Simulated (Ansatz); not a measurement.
Take W2N in the anti-CdI2 type structure (space group P-3m1, No. 164; a = 2.824 Å, c = 5.366 Å; a hypothetical phase, not in the database extracts checked; relaxed with 0.1 eV smearing) as the base. Axes: x lies along a and z along c of the hexagonal cell.

Computed with PBE/PAW in Ansatz (a program for electronic structure), scalar-relativistic without spin-orbit coupling.

The change: uniaxial strain ε_zz = +1.59 %, all other strain components held at zero, atoms relaxed at fixed cell.

**Question.** Predict the stress tensor and what it implies for the stiffness.

**Answer.** Stress of the strained cell less that of the base (GPa, compression positive):
```
   -3.7     0.0     0.0
    0.0    -3.7     0.0
    0.0     0.0    -7.1
```

Then −Δσ_ii/ε with ε = 0.0159 gives secant stiffness values (nonlinear terms included at this strain): C33 ≈ 448 GPa, C13 ≈ 230 GPa and C23 ≈ 230 GPa.

As a check, the harmonic strain energy −½ V₀ Δσ:ε is 4.4 meV/atom; the computed energy rise is 4.4 meV/atom.

Whether these cells are dynamically stable was not tested. The final runs are not spin-polarised.
